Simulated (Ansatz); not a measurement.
```
CELL_PARAMETERS angstrom
      3.67429     0.00000     0.00000
     -1.83714     3.18203     0.00000
      0.00000     0.00000     5.86060
ATOMIC_POSITIONS crystal
  Zr 0.00000 0.00000 0.00000
  S  0.33333 0.66667 0.24828
  S  0.66667 0.33333 0.75172
```

No spin polarisation.

0.480 holes added to each cell, a density of 7.0×10^21 cm⁻³, with a uniform compensating background at fixed cell and a 300 K Fermi–Dirac width.

Calculations: r2SCAN+rVV10 (Ansatz, an electronic-structure program, PAW, no spin-orbit coupling). k-mesh 18×18×10 (Γ-centred); smearing 0.0259 eV (Fermi–Dirac).

**Question.** Predict the gap between the host's bands and gap character.

**Answer.** The gap between the host's bands is 1.31 eV and the gap character comes out as indirect, K–Γ (87 % along) → L.

Charged cell with a jellium background: band edges are those of the host's band count, energies are not comparable with the neutral cell, and many-body gap narrowing is missing. No phonon test of stability was made. The cell was made from ZrS$_{2}$ in the CdI2 type structure (space group P-3m1, No. 164; layered, stacked along the Cartesian z axis) by this change: holes 7.0×10^21 cm⁻³.
